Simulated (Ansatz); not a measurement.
A computed series for CdS: response to strain

Base system: CdS in the wurtzite structure (space group P6_3mc, No. 186; a = 4.074 Å, c = 6.637 Å).

Strains are applied to the cell and any free atomic positions relax.

The values are results of LDA (Ansatz, an electronic-structure program, PAW, no spin-orbit coupling), not measurements.

Notes on the quantities. pressure: mean of the normal stresses, compression positive.

```csv
change,volume per atom,pressure,electron mass
base,23.85 Å³,0.00 GPa,"0.11 mₑ along c, 0.11 mₑ across (at Γ)"
isotropic strain +0.60 %,24.28 Å³,-1.17 GPa,"0.10 mₑ along c, 0.11 mₑ across (at Γ)"
isotropic strain +1.20 %,24.72 Å³,-2.24 GPa,"0.10 mₑ along c, 0.11 mₑ across (at Γ)"
isotropic strain +1.80 %,25.16 Å³,-3.21 GPa,"0.098 mₑ along c, 0.10 mₑ across (at Γ)"
isotropic strain +2.40 %,25.61 Å³,-4.10 GPa,"0.095 mₑ along c, 0.10 mₑ across (at Γ)"
isotropic strain +3.00 %,26.06 Å³,-4.90 GPa,"0.092 mₑ along c, 0.098 mₑ across (at Γ)"
```

The levels and masses belong to the bands next to the band gap. Effective masses come from finite differences of ±0.01 Å⁻¹. Stability against distortions was not tested.
